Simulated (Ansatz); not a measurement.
**A computed series for TiAl: response to strain**

Start from TiAl (space group P4/mmm, No. 123; a = 2.766 Å, c = 4.002 Å; relaxed with 0.1 eV smearing).

Strains are applied to the cell and any free atomic positions relax.

All numbers come from Ansatz (a quantum-chemistry and plane-wave program), LDA, PAW, cutoff 420 eV, scalar-relativistic without spin-orbit coupling.

Notes on the quantities. energy relative to the base: free energy F; pressure: mean of the normal stresses, compression positive.

```tsv
variant	energy relative to the base	pressure	volume per atom
base	0 meV/atom	0.0 GPa	15.31 Å³
isotropic strain −3.00 %	+54 meV/atom	…	13.97 Å³
isotropic strain −2.00 %	+23 meV/atom	8.6 GPa	14.41 Å³
isotropic strain −1.50 %	+13 meV/atom	6.3 GPa	14.63 Å³
isotropic strain −1.00 %	+5.6 meV/atom	4.1 GPa	14.86 Å³
isotropic strain −0.50 %	+1.4 meV/atom	2.0 GPa	15.08 Å³
isotropic strain +1.00 %	+5.3 meV/atom	-3.6 GPa	15.78 Å³
isotropic strain +1.50 %	+12 meV/atom	-5.2 GPa	16.01 Å³
isotropic strain +2.50 %	+32 meV/atom	-8.1 GPa	16.49 Å³
isotropic strain +3.00 %	…	-9.4 GPa	16.73 Å³
```

What belongs in the blanks?


- isotropic strain −3.00 %, pressure: 13.8 GPa
- isotropic strain +3.00 %, energy relative to the base: +45 meV/atom

No phonon test of stability was made. All final runs are without spin polarisation.
